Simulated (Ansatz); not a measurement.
Take LiNbO3 (space group R3c, No. 161) as the base.

```yaml
crystal:
  lattice:
    - [2.56733, 1.48225, 4.60804]
    - [-2.56733, 1.48225, 4.60804]
    - [0.00000, -2.96450, 4.60804]
  atoms:
    - { symbol: Li, position: [0.28078, 0.28078, 0.28078] }
    - { symbol: Li, position: [0.78078, 0.78078, 0.78078] }
    - { symbol: Nb, position: [0.99839, 0.99839, 0.99839] }
    - { symbol: Nb, position: [0.49839, 0.49839, 0.49839] }
    - { symbol: O, position: [0.10932, 0.35998, 0.71863] }
    - { symbol: O, position: [0.71863, 0.10932, 0.35998] }
    - { symbol: O, position: [0.35998, 0.71863, 0.10932] }
    - { symbol: O, position: [0.21863, 0.85998, 0.60932] }
    - { symbol: O, position: [0.85998, 0.60932, 0.21863] }
    - { symbol: O, position: [0.60932, 0.21863, 0.85998] }
```

Cartesian axes are those of the cell as printed.

All numbers come from Ansatz (a first-principles code) PBEsol, spin-orbit coupling left out.

Base values:

| Property | Result |
|---|---|
| Pressure | 0.00 GPa |

Perturbation: the cell is stretched by 0.75 % along z with no lateral relaxation; the atoms relax in the strained cell.

Q: What happens to the pressure?

A: The pressure (mean of the normal stresses, compression positive) goes from zero to -0.91 GPa.

Whether these cells are dynamically stable was not tested.
